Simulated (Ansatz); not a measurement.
CsCl-type TiCo, treated with r²SCANh (plane waves, PAW; Ansatz, a program for electronic structure).

Numerical settings: plane-wave cutoff 520 eV, 10×10×10 k mesh, Fermi–Dirac smearing 0.05 eV, no spin polarisation, scalar-relativistic PAW data made under PBE.

Cell (relaxed at this level):

```yaml
crystal:
  lattice:
    - [2.94006, 0.00000, 0.00000]
    - [0.00000, 2.94006, 0.00000]
    - [0.00000, 0.00000, 2.94006]
  atoms:
    - { symbol: Ti, position: [0.00000, 0.00000, 0.00000] }
    - { symbol: Co, position: [0.50000, 0.50000, 0.50000] }
```

Question: What does this level give for the bulk modulus and pressure derivative B′ of the bulk modulus?

Answer: 
* **bulk modulus**: 204 GPa
* **pressure derivative B′ of the bulk modulus**: 4.2

Measured, for comparison: bulk modulus 154 GPa (room temperature, no zero-point or thermal correction; as tabulated in Yamada et al. (2019), arXiv:1910.09660). Computed (rounded) less measured: bulk modulus +32 %.

Note: the run has no spin polarisation, so it can have missed a magnetic state.

Computed values are for the static lattice.
